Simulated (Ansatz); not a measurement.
**How the bulk modulus B0 of fluorite NiSi2 moves with the method**

No measured value is used here.

```tsv
level (code)	value (GPa)	cell (Å³/atom)
LDA (Ansatz)	167	12.76
PBE (Ansatz)	146	13.46
revPBE (Ansatz)	141	13.63
PBE-D3(BJ) (Ansatz)	159	12.98
PBEsol-D3(BJ) (Ansatz)	171	12.67
r²SCAN-D4 (Ansatz)	167	12.88
HSE06 (Ansatz)	162	13.01
PBE0 (Ansatz)	156	12.96
r²SCANh (Ansatz)	161	12.89
```

The crystal itself was run without spin with LDA, PBE, revPBE, PBE-D3(BJ), PBEsol-D3(BJ), r²SCAN-D4, HSE06, PBE0, r²SCANh; a magnetic state was not tried in these runs. HSE06, PBE0, r²SCANh: the run has no spin polarisation, so it can have missed a magnetic state. Each level is taken at its own relaxed cell. Cutoffs and k meshes differ between the levels. Ansatz's density-functional and Hartree–Fock values are scalar-relativistic unless marked +SOC, with PAW data made under PBE.

Ansatz is a quantum-chemistry and plane-wave program.
